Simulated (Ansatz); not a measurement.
Levels about the gap of amorphous Ga24O39Y2 (65 atoms in a cell of 821 Å³, 5.01 g/cm³; zone centre alone, so wide bands show as single levels with stretches between that a denser mesh fills), at the geometry that PBE relaxed, where it gives 0.9 GPa on a denser mesh. The participation number counts the atoms over which a state spreads; weights are charges in smoothed Voronoi cells. The levels come from a single point, so bond lengths are those of that geometry. Method of the levels: PBE, scalar-relativistic without spin-orbit coupling (Ansatz, a quantum-chemistry and plane-wave program). Sampling: the zone centre alone; Fermi-Dirac width 0.02 eV; no spin polarisation. At PBE the levels at the filled edge of the gap are localised (band-tail or defect states), and the nearest spread-out levels lie 2.2 eV apart at the zone centre.

A CHGNet melt-quench gave the starting glass, which DFT then relaxed. O atoms were pushed apart under 1.9 Å during the dynamics, to hinder bonds among them. The hot cell started wider than the set density and was brought back towards it in steps. It is the lowest in DFT energy of 2 quenches. It is a model cell: composition and starting density were chosen by hand, and all elements were melted together. No dispersion term was used. Its density started from a set value of 5.01 and ended at 5.01 g/cm³. Cooling (nominally 280 K/ps over its main leg) ran many orders faster than in experiment, which tends to leave more defects and strain. One small periodic cell is one sample of the glass; other quenches scatter about these values. The volume was held where the preparation left it and the shape relaxed, at a PBE pressure of 0.9 GPa. Stress components on the final sampling reach 1.0 GPa.

```csv
"E - E(highest filled), eV",filling,participation number,largest on,weight O,weight Ga,weight Y
-0.56,filled,17.1,"O, 2 neighbours",0.93,0.07,0.00
-0.50,filled,5.4,"O, 2 neighbours",0.94,0.05,0.00
-0.48,filled,20.6,"O, 3 neighbours",0.94,0.06,0.00
-0.42,filled,13.8,"O, 3 neighbours",0.95,0.05,0.00
-0.28,filled,5.8,"O, 2 neighbours",0.95,0.05,0.00
-0.21,filled,4.3,"O, 3 neighbours",0.95,0.05,0.00
0.00,filled,2.5,"O, 2 neighbours",0.95,0.05,0.00
1.77,empty,60.0,"Ga, 4 neighbours",0.56,0.42,0.02
4.11,empty,41.1,"Ga, 4 neighbours",0.57,0.41,0.02
4.17,empty,23.3,"Ga, 4 neighbours",0.57,0.42,0.02
4.31,empty,33.4,"Ga, 5 neighbours",0.55,0.40,0.04
4.61,empty,49.3,"Ga, 4 neighbours",0.60,0.39,0.01
4.69,empty,38.8,"Ga, 4 neighbours",0.55,0.39,0.06
4.75,empty,38.1,"Ga, 5 neighbours",0.55,0.41,0.03
```

Most localised among these is the filled level at +0.00 eV, on a O atom, which has 2 neighbours (Ga 1.79 Å, Ga 1.80 Å).
